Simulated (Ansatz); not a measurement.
An Ansatz (a quantum-chemistry and plane-wave program) run: WC with a change (uniaxial strain ε_xx = +1.50 %); PBEsol (Ansatz, PAW, without spin-orbit coupling).

Input:

Ansatz 0.2 input:
```yaml
crystal:
  lattice:
    - [2.9425948857, 0, 0]
    - [-1.4712974428, 2.510701403, 0]
    - [0, 0, 2.8268027389]
  atoms:
    - { symbol: W, position: [0, 0, 0] }
    - { symbol: C, position: [0.3333333333, 0.6666666667, 0.5] }
basis: { ecutwfc: 420, ecutrho_ratio: 4, xc_grid: 2, fft_grid_basis: typed }
kpoints: { mp_grid: { grid: [23, 23, 20] } }
hamiltonian:
  xc: pbesol
  dispersion: none
  pseudopotentials: { kind: paw }
scf: { occupations: { method: fermi_dirac, width: 0.1 }, convergence: { dr2_threshold: 0.0000000002 } }
relax: { f_tol: 0.005, max_steps: 50 }
output: { forces: true, stress: true }
checkpoint: { write: state.ck, write_every: 1000 }
```

Output (explanatory and most iteration lines left out):

```
Relaxation: its limit of steps is 50 (relax.max_steps)
Pseudopotential: W, paw, valence charge 14
Pseudopotential: C, paw, valence charge 4
Crystal: 2 atoms, lattice volume = 20.884 Å³
Basis set: ecut = 420 eV, 405 PW (Γ), exchange–correlation on 40×40×40 points (8 copies of the dense FFT grid, shifted against one another)
Bands: 13, of which v1, the nominal top of the filled ones, is band 9 counted from 1 (8 counted from 0)
Symmetry: 4 space group operations
Space group: Amm2 (ITA 38), of the structure as read, at distance tolerance 2.8e-5 Å
k-points: 1584 of 10580 (time reversal used)
Functional: x = pbesol(κ = 0.804, μ = 0.12345679012345678), c = pbesol(β = 0.046)
SCF iter   1: F=—  HF=-10503.727710 eV  |F-HF|=—  |Δ(HF+E_count)|=         —  Δρ=1.19e-2  dr2=2.50e-2  ethr=1.77e-3  ⟨swp⟩=5.2  Hψ=100347  notcnv=0
SCF iter   2: F=—  HF=-10503.726255 eV  |F-HF|=—  |Δ(HF+E_count)|=   1.46e-3  Δρ=7.59e-3  dr2=1.17e-2  ethr=1.39e-4  ⟨swp⟩=1.0  Hψ=33264  notcnv=0
SCF 1 converged in 8 iterations: F = -10503.724202 eV  dr2 = 3.42e-12
relax step   1: F+E_penalty+E_count = -10503.72420212 eV  Δ(F+E_penalty+E_count) = +0.000e0 eV  max|allowed force component| = 7.799e-2 eV/Å  Δτ_max = 0.0000 Å  (8 SCF iters, accepted)
Crystal: 2 atoms, lattice volume = 20.884 Å³
SCF iter   1: F=—  HF=-10503.724412 eV  |F-HF|=—  |Δ(HF+E_count)|=         —  Δρ=4.81e-4  dr2=3.97e-5  ethr=2.19e-7  ⟨swp⟩=1.1  Hψ=79432  notcnv=0
SCF iter   2: F=—  HF=-10503.724390 eV  |F-HF|=—  |Δ(HF+E_count)|=   2.23e-5  Δρ=1.46e-4  dr2=2.24e-6  ethr=2.19e-7  ⟨swp⟩=2.1  Hψ=25956  notcnv=0
SCF 2 converged in 6 iterations: F = -10503.724389 eV  dr2 = 4.80e-13
relax step   2: F+E_penalty+E_count = -10503.72438852 eV  Δ(F+E_penalty+E_count) = -1.864e-4 eV  max|allowed force component| = 1.599e-2 eV/Å  Δτ_max = 0.0020 Å  (6 SCF iters, accepted)
Crystal: 2 atoms, lattice volume = 20.884 Å³
SCF iter   1: F=—  HF=-10503.724405 eV  |F-HF|=—  |Δ(HF+E_count)|=         —  Δρ=1.24e-4  dr2=2.65e-6  ethr=1.48e-7  ⟨swp⟩=2.0  Hψ=53412  notcnv=0
SCF iter   2: F=—  HF=-10503.724397 eV  |F-HF|=—  |Δ(HF+E_count)|=   7.74e-6  Δρ=3.79e-5  dr2=1.52e-7  ethr=1.47e-8  ⟨swp⟩=1.5  Hψ=36052  notcnv=0
SCF 3 converged in 6 iterations: F = -10503.724397 eV  dr2 = 2.99e-14
relax step   3: F+E_penalty+E_count = -10503.72439673 eV  Δ(F+E_penalty+E_count) = -8.213e-6 eV  max|allowed force component| = 7.941e-6 eV/Å  Δτ_max = 0.0005 Å  (6 SCF iters, accepted)
SCF converged after 6 iterations
Free energy (F): -10503.724397 eV
Internal energy: -10503.714075 eV  (E = F + TS)
E sigma→0 (E₀):  -10503.719236 eV
Entropy (-TS):   -0.010322 eV (-5.161 meV/atom)
Fermi energy:    20.307796 eV
--- Forces (eV/Å), atoms counted from 1 ---
  atom   1  W     -0.00000000    -0.00000796     0.00000000
  atom   2  C      0.00000000     0.00000793     0.00000000
--- Stress (GPa, compression-positive) ---
      -10.454530       0.000000       0.000000
        0.000000      -3.532462       0.000000
        0.000000       0.000000      -2.695407
  P = ⅓ Tr σ = -5.5608 GPa (-55.608 kbar)
--- Relaxed structure (3 steps of the walk, 3 accepted, 0 SCFs on fresh bases) ---
  atoms:
    - { symbol: W, position: [-0.0004974408003180825, -0.0009948816006361925, 0.0] }
    - { symbol: C, position: [0.3338307741503181, 0.6676615483006361, 0.5] }
```

Whether these cells are dynamically stable was not tested. The final runs are not spin-polarised. The cell was made from WC (space group P-6m2, No. 187) by this change: uniaxial strain ε_xx = +1.50 %.
